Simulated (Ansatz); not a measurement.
```yaml
crystal:
  lattice:
    - [8.08639, 0.05401, 0.00000]
    - [-1.99821, 3.46100, 0.00000]
    - [0.00000, 0.00000, 6.52711]
  atoms:
    - { symbol: Cd, position: [0.34321, 0.34321, 0.00251] }
    - { symbol: Cd, position: [0.15679, 0.65679, 0.50251] }
    - { symbol: S, position: [0.35440, 0.35440, 0.61232] }
    - { symbol: S, position: [0.14560, 0.64560, 0.11232] }
    - { symbol: Zn, position: [0.82787, 0.32787, 0.00052] }
    - { symbol: Zn, position: [0.67213, 0.67213, 0.50052] }
    - { symbol: S, position: [0.81417, 0.31417, 0.63505] }
    - { symbol: S, position: [0.68583, 0.68583, 0.13505] }
```

The ordered cell is a computed model, not a synthesised structure.

Task: Give the diagonal Born effective charges atom by atom and the electronic dielectric tensor from linear response, DFT at the PBE level (Ansatz, a quantum-chemistry and plane-wave program).

Result: 
```json
[
 {"atom": "Cd1", "Z*xx": "2.16", "Z*yy": "2.10", "Z*zz": "2.21"},
 {"atom": "Cd2", "Z*xx": "2.16", "Z*yy": "2.10", "Z*zz": "2.21"},
 {"atom": "S3", "Z*xx": "-2.18", "Z*yy": "-2.06", "Z*zz": "-2.11"},
 {"atom": "S4", "Z*xx": "-2.18", "Z*yy": "-2.06", "Z*zz": "-2.11"},
 {"atom": "Zn5", "Z*xx": "2.04", "Z*yy": "2.06", "Z*zz": "2.13"},
 {"atom": "Zn6", "Z*xx": "2.04", "Z*yy": "2.06", "Z*zz": "2.13"},
 {"atom": "S7", "Z*xx": "-2.02", "Z*yy": "-2.11", "Z*zz": "-2.23"},
 {"atom": "S8", "Z*xx": "-2.02", "Z*yy": "-2.11", "Z*zz": "-2.23"}
]
```

ε∞ diagonal: 6.1, 6.0, 6.0. The program warned that the k mesh resolves the field response only roughly, so the permittivities are not converged. Away from Γ the polar cell without biaxial strain shows no imaginary mode on a 2×2×2 mesh.
